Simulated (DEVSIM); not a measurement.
Structure: abrupt Si p-n junction, at 400 K.

| layer (left to right) | material | thickness (μm) | Nd (cm⁻³) | Na (cm⁻³) | τn (s) | τp (s) |
|---|---|---|---|---|---|---|
| 1 | Si | 7.10 | - | 5.1e17 | 4e-5 | 4e-5 |
| 2 | Si | 43.0 | 1.5e14 | - | 4e-5 | 4e-5 |

Left contact: ohmic. Right contact: ohmic. Voltage is applied to the left contact. Recombination: SRH at mid-gap, radiative, Auger. Mobility is constant in doping.

Constants are typed, rounded textbook-type inputs, not results; the design itself was drawn at random and stands for no fabricated device. Values at 300 K; Nc and Nv go as T^1.5, mobilities as T to minus their exponent, the gap by Varshni's rule with the affinity fixed.

| parameter | Si |
|---|---|
| gap (eV) | 1.124 |
| affinity (eV) | 4.05 |
| permittivity | 11.7 |
| Nc (cm⁻³) | 2.86e19 |
| Nv (cm⁻³) | 3.1e19 |
| μn (cm²/Vs) | 1417 |
| μp (cm²/Vs) | 470 |
| T exponent of μn | 2.3 |
| T exponent of μp | 2.2 |
| B (cm³/s) | 4.7e-15 |
| Cn (cm⁶/s) | 2.8e-31 |
| Cp (cm⁶/s) | 9.9e-32 |
| Varshni α (eV/K) | 0.000473 |
| Varshni β (K) | 636 |

DEVSIM, 1D drift-diffusion, Boltzmann statistics, complete ionisation; no tunnelling, impact ionisation, image-force lowering or self-heating.

The thickness of layer 2 was swept, all else fixed.

```csv
thickness of layer 2 (μm),dark forward voltage at 1 A/cm² (V)
8.6,0.304
15,[?]
26,0.367
43,0.397
73,0.430
130,0.468
220,0.511
```

Q: Some entries are withheld; supply them.

A: 
- 15, dark forward voltage at 1 A/cm² (V): 0.335
